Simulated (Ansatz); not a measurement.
# Amorphous Hf18O39Y2

Preparation: random packing, a CHGNet melt and quench, and a DFT relaxation. O atoms were pushed apart under 1.9 Å during the dynamics, to hinder bonds among them. The hot cell started wider than the set density and was brought back towards it in steps. It is the lowest in DFT energy of 2 quenches. It is a model cell: composition and starting density were chosen by hand, and all elements were melted together. No dispersion term was used.

Methods: PBE, scalar-relativistic without spin-orbit coupling (Ansatz, a first-principles code); r2SCAN, scalar-relativistic without spin-orbit coupling (Ansatz); HSE06, scalar-relativistic without spin-orbit coupling (Ansatz). Geometry, pressure, stress and energy are those of the PBE run. Its sampling: a 2×2×2 Γ-centred mesh; Fermi-Dirac width 0.02 eV; no spin polarisation. Other functionals are single points at the zone centre (r2SCAN at 500 eV; exact exchange cut at the cell's faces), free to take moments where seeds were set. At PBE the levels at the filled edge of the gap are localised (band-tail or defect states).

```yaml
number_of_atoms_in_the_cell: 59
Density (held, not predicted): 8.63 g/cm³
volume_per_atom: 13.10 Å³
Pressure on a 2×2×2 Γ-centred mesh: 2.42 GPa
Largest force and stress component on that mesh (the relaxation ran on the zone centre alone): 0.09 eV/Å and 2.5 GPa
Level gap on a 2×2×2 Γ-centred mesh (PBE): 4.01 eV
Level gap at the zone centre (PBE): 4.02 eV
Level gap at the zone centre (r2SCAN): 4.48 eV
Level gap at the zone centre (HSE06): 5.56 eV
```

Bonds are counted up to Hf-Hf 3.34 Å, Hf-O 2.80 Å, Hf-Y 3.54 Å, O-O 1.58 Å, O-Y 2.82 Å, Y-Y 3.74 Å. Two cations that share two anions don't count as bonded, nor two that share one unless they lie closer than Hf-Hf 3.25 Å, Hf-Y 3.45 Å, Y-Y 3.64 Å.

```json
{
 "Mean coordination of Hf by anions": "6.28 (1 with 5, 11 with 6, 6 with 7)",
 "Mean coordination of O": "3.23 (1 with 2, 28 with 3, 10 with 4)",
 "Mean coordination of Y by anions": "6.50 (1 with 6, 1 with 7)",
 "Mean Hf-O bond": "2.140 Å (spread 0.141 Å, 113 counted)",
 "Mean O-Y bond": "2.328 Å (spread 0.130 Å, 13 counted)"
}
```

Its density started from a set value of 8.63 g/cm³. Cooling (nominally 380 K/ps over its main leg) ran many orders faster than in experiment, which tends to leave more defects and strain. Values belong to this one cell and scatter from quench to quench. The volume was held where the preparation left it and the shape relaxed, at a PBE pressure of 2.4 GPa. Stress components on the final sampling reach 2.5 GPa.
